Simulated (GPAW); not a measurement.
Troubleshooting GPAW: a failed run on BiHSe2O6 (Cc, 20 atoms in the cell). The aim is a self-consistent single point with DFT LDA (Perdew-Wang 92), LCAO dzp, GPAW PAW datasets LDA (gpaw-data 1.0.1).

Cell that was meant: a = 4.6225 Å, b = 4.6225 Å, c = 16.4545 Å, α = 90.12°, β = 90.12°, γ = 103.64°.

Part of the input:

```python
            xc='LDA',
            kpts={'size': (4, 4, 1), 'gamma': True},
            occupations={'name': 'fixed-uniform'},
            nbands=63,
            convergence={'density': 1e-05},
            symmetry={'symmorphic': False, 'tolerance': 0.0005},
            maxiter=100,
```

Log, with long lists cut:

```
Input parameters:
  basis: dzp
  convergence: {density: 1e-05}
  h: 0.2
  kpts: {gamma: True,
         size: (4, 4, 1)}
  maxiter: 100
  mode: lcao
  nbands: 63
  occupations: {name: fixed-uniform}
  symmetry: {symmorphic: False,
             tolerance: 0.0005}

species:
  Bi:
    name: Bismuth
    Z: 83.0
    valence: 15
    core: 68
    charge: 0.0
   [... lines left out ...]
    #     l=1, rc=5.3281 Bohr: 6p-dz split-valence wave
    #     l=2, rc=2.7812 Bohr: 5d-dz split-valence wave
    #     l=2, rc=8.9531 Bohr: d-type Gaussian polarization
    #   Number of RI-basis functions 0

  H:
    name: Hydrogen
    Z: 1.0
    valence: 1
    core: 0
    charge: 0.0
    file: H.LDA.gz

    # LCAO basis set for H:
    #   Name: dzp
    #   File: H.dzp.basis.gz
    #   Number of radial functions: 3
    #   Number of spherical harmonics: 5
    #     l=0, rc=6.4219 Bohr: 1s-sz confined orbital
    #     l=0, rc=3.6094 Bohr: 1s-dz split-valence wave
    #     l=1, rc=6.4219 Bohr: p-type Gaussian polarization
    #   Number of RI-basis functions 0

  Se:
    name: Selenium
    Z: 34.0
    valence: 6
    core: 28
    charge: 0.0
    file: Se.LDA.gz

    # LCAO basis set for Se:
    #   Name: dzp
    #   File: Se.dzp.basis.gz
    #   Number of radial functions: 5
    #   Number of spherical harmonics: 13
    #     l=0, rc=5.7344 Bohr: 4s-sz confined orbital
    #     l=1, rc=7.2656 Bohr: 4p-sz confined orbital
    #     l=0, rc=3.1875 Bohr: 4s-dz split-valence wave
    #     l=1, rc=4.2188 Bohr: 4p-dz split-valence wave
    #     l=2, rc=7.2656 Bohr: d-type Gaussian polarization
    #   Number of RI-basis functions 0

  O:
    name: Oxygen
    Z: 8.0
    valence: 6
    core: 2
    charge: 0.0
    file: O.LDA.gz

    # LCAO basis set for O:
    #   Name: dzp
    #   File: O.dzp.basis.gz
    #   Number of radial functions: 5
    #   Number of spherical harmonics: 13
    #     l=0, rc=4.3438 Bohr: 2s-sz confined orbital
    #     l=1, rc=5.3906 Bohr: 2p-sz confined orbital
    #     l=0, rc=2.2969 Bohr: 2s-dz split-valence wave
    #     l=1, rc=2.8906 Bohr: 2p-dz split-valence wave
    #     l=2, rc=5.3906 Bohr: d-type Gaussian polarization
    #   Number of RI-basis functions 0

Reference energy: -1457504.544648  # eV

Spin-paired calculation

Traceback (most recent call last):
   [... frames left out ...]
ValueError: Too few bands!  Electrons: 128.000000, bands: 63
```

**Question.** From the messages shown, name the fault and mend the input.

**Answer.** The fault is too few bands; here the program stops on it instead of giving results. To fix it, raise the band count or leave it to the default. The program stopped before any SCF iteration.

The sound input it was made from differs as follows (other fixes are possible):
```diff
-            nbands=63,
```

With that input, the run converged in 23 iterations: free energy E − TS (from the program's reference atoms) -108.7168 eV; top of the valence band (on the code's own zero) 1.35 eV; gap on the k-point mesh 3.50 eV; largest force (vector length) 0.713 eV/Å (DFT LDA (Perdew-Wang 92), LCAO dzp, GPAW PAW datasets LDA (gpaw-data 1.0.1)).

On the sound input: the starting cell comes from a database of computed structures (which also holds hypothetical and non-ambient phases and stackings), without a prior relaxation at this level. Spin-orbit coupling is off. Values carry the incompleteness of an atom-centred basis.
